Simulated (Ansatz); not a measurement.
WSi (model structure, started from the WC type, P-6m2, No. 187, 2 atoms in the cell): lattice constant a by level of theory

No measured value is used here.

```tsv
level (code)	value (Å)
PBE (Ansatz)	___
PBEsol (Ansatz)	3.106
PBE-D3(BJ) (Ansatz)	3.100
r²SCAN (Ansatz)	3.134
```

Some entries are withheld; supply them.


- PBE (Ansatz, a first-principles code), value (Å): 3.143

Density-functional levels without +SOC have no spin–orbit coupling. Ansatz's density-functional and Hartree–Fock values are scalar-relativistic unless marked +SOC, with PAW data made under PBE.

A model structure was made by putting elements into a prototype or built by hand; it is no filed structure, need not be a known phase, and can be a saddle point held by its symmetry.
